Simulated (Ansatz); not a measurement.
Input:

```xyz
3
Lattice="4.8307 0.0000 0.0000 -2.4153 4.0041 0.0000 0.0000 0.0000 5.9044" Properties=species:S:1:pos:R:3 pbc="T T T"
Te     1.1651     0.0000     1.9681
Te    -0.5825     1.0059     3.9304
Te     1.8328     2.9982     0.0059
```

No spin polarisation.

All numbers come from DFT with r2SCAN, PAW potentials and a 500 eV plane-wave cutoff in Ansatz (an electronic-structure program), no SOC, earlier PAW set. k-mesh 8×8×6 (Γ-centred); smearing 0.05 eV (Fermi–Dirac).

Predict the band gap.

0.63 eV.

What stress (xx, yy, zz, yz, xz, xy; compression positive) does the calculation give?

(-0.67, -0.19, -0.61, -0.30, 0.00, 0.00) GPa.

Spin-orbit coupling, missing from the scalar runs, can matter with Te. The cells carry an imposed strain or load. Stability against distortions was not tested. The cell was made from Te (space group P3_121, No. 152; made of chains) by this change: uniaxial strain ε_xx = +4.48 %. No dispersion term is included, though the crystal is made of layers, chains or molecules, so its spacings can come out too wide.
